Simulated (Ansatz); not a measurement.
Given:

End structure of H2 on the (100) surface of germanium (2x1 monohydride; a constructed slab, bottom: dihydride, held), one in a cell of 66 Å², started at the site 'bridge H-H (span 3.6 Å)':

```yaml
crystal:
  lattice:
    - [8.14587, 0.00000, 0.00000]
    - [0.00000, 8.14587, 0.00000]
    - [0.00000, 0.00000, 31.50000]
  atoms:
    - { symbol: Ge, position: [0.25000, 0.00000, 0.33494] }
    - { symbol: Ge, position: [0.25000, 0.50000, 0.33494] }
    - { symbol: Ge, position: [0.75000, 0.00000, 0.33494] }
    - { symbol: Ge, position: [0.75000, 0.50000, 0.33494] }
    - { symbol: Ge, position: [0.25000, 0.25000, 0.38065] }
    - { symbol: Ge, position: [0.25000, 0.75000, 0.38065] }
    - { symbol: Ge, position: [0.75000, 0.25000, 0.38065] }
    - { symbol: Ge, position: [0.75000, 0.75000, 0.38065] }
    - { symbol: Ge, position: [0.99766, 0.25000, 0.42594] }
    - { symbol: Ge, position: [0.99766, 0.75000, 0.42594] }
    - { symbol: Ge, position: [0.50234, 0.25000, 0.42594] }
    - { symbol: Ge, position: [0.50234, 0.75000, 0.42594] }
    - { symbol: Ge, position: [0.99549, 0.00000, 0.47137] }
    - { symbol: Ge, position: [0.99549, 0.50000, 0.47137] }
    - { symbol: Ge, position: [0.50451, 0.00000, 0.47137] }
    - { symbol: Ge, position: [0.50451, 0.50000, 0.47137] }
    - { symbol: Ge, position: [0.25000, 0.00000, 0.51294] }
    - { symbol: Ge, position: [0.25000, 0.50000, 0.51298] }
    - { symbol: Ge, position: [0.75000, 0.00000, 0.51904] }
    - { symbol: Ge, position: [0.75000, 0.50000, 0.51908] }
    - { symbol: Ge, position: [0.25000, 0.24993, 0.55609] }
    - { symbol: Ge, position: [0.25000, 0.75007, 0.55609] }
    - { symbol: Ge, position: [0.75000, 0.24989, 0.56533] }
    - { symbol: Ge, position: [0.75000, 0.75011, 0.56533] }
    - { symbol: Ge, position: [0.01537, 0.24990, 0.60591] }
    - { symbol: Ge, position: [0.01537, 0.75010, 0.60591] }
    - { symbol: Ge, position: [0.48463, 0.24990, 0.60591] }
    - { symbol: Ge, position: [0.48463, 0.75010, 0.60591] }
    - { symbol: Ge, position: [0.09522, 0.00000, 0.64572] }
    - { symbol: Ge, position: [0.09514, 0.50000, 0.64558] }
    - { symbol: Ge, position: [0.40478, 0.00000, 0.64572] }
    - { symbol: Ge, position: [0.40486, 0.50000, 0.64558] }
    - { symbol: H, position: [0.39806, 0.00000, 0.30303] }
    - { symbol: H, position: [0.39806, 0.50000, 0.30303] }
    - { symbol: H, position: [0.10194, 0.00000, 0.30303] }
    - { symbol: H, position: [0.10194, 0.50000, 0.30303] }
    - { symbol: H, position: [0.89806, 0.00000, 0.30303] }
    - { symbol: H, position: [0.89806, 0.50000, 0.30303] }
    - { symbol: H, position: [0.60194, 0.00000, 0.30303] }
    - { symbol: H, position: [0.60194, 0.50000, 0.30303] }
    - { symbol: H, position: [0.02920, 0.00000, 0.69204] }
    - { symbol: H, position: [0.03056, 0.50000, 0.69204] }
    - { symbol: H, position: [0.47080, 0.00000, 0.69204] }
    - { symbol: H, position: [0.46944, 0.50000, 0.69204] }
    - { symbol: H, position: [0.20388, 0.00000, 0.76446] }
    - { symbol: H, position: [0.29612, 0.00000, 0.76446] }
```

Model: 46-atom slab, 12.3 Å thick at the start with caps and adatoms under the adsorbate (thin: gaps and levels are the slab's own), 3x3x1 mesh, Fermi-Dirac 0.01 eV, dipole correction, 24 atoms held, the rest relaxed; held to the start's symmetry, so lower structures may exist; no spin, no spin-orbit, no U. At the end no host atom lies within bonding distance. In D3-corrected PBE it is, or lies within 0.03 eV of, the lowest of the starts that converged.

A negative adsorption energy means that the adsorbate is more stable on the surface than in its reference.

Question: Estimate the change of the step from the bottom to the top vacuum level, against the clean slab that PBE with D3(BJ) dispersion run with Ansatz (a program for electronic structure) returns for this input.

Answer: -0.001 eV

Question: Estimate the adsorption energy against H2(g) that PBE with D3(BJ) dispersion returns for this input.

Answer: -0.038 eV
